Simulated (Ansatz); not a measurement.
System: BiVO4 (I4₁/a, No. 88, 12 atoms in the cell; start mp-23044; high-temperature phase). Method: PBE0 in Ansatz (plane waves, PAW).

Numerical settings: plane-wave cutoff 500 eV, 6×6×6 k mesh, gaussian smearing 0.02 eV, no spin polarisation, scalar-relativistic PAW data made under PBE.

Cell (relaxed with r²SCAN):

```
BiVO4
1.0
   -2.56056     2.56056     5.81057
    2.56056    -2.56056     5.81057
    2.56056     2.56056    -5.81057
V Bi O
2 2 8
Direct
  0.50000   0.50000   0.00000
  0.25000   0.75000   0.50000
  0.00000   0.00000   0.00000
  0.75000   0.25000   0.50000
  0.17237   0.56052   0.89032
  0.31052   0.92020   0.88815
  0.67020   0.28205   0.10968
  0.03205   0.42237   0.11185
  0.57763   0.68948   0.60968
  0.43948   0.32980   0.61185
  0.07980   0.96795   0.39032
  0.71795   0.82763   0.38815
```

Question: Estimate the band gap that the calculation returns.

Answer: 
- band gap = 4.04 eV (on the SCF k mesh)

Note: held by symmetry at 0 K, a high-temperature phase can be a saddle point; cell and atoms aren't relaxed at this level (largest force component 0.38 eV/Å, pressure -2.3 GPa).

Spin–orbit coupling is not included; with these elements it can move the gap by several tenths of an eV or more.

It cost around 13 core-minutes (rough) of CPU time.

A start named mp-… is a Materials Project structure, which need not be a measured phase.

Ansatz is a first-principles code.
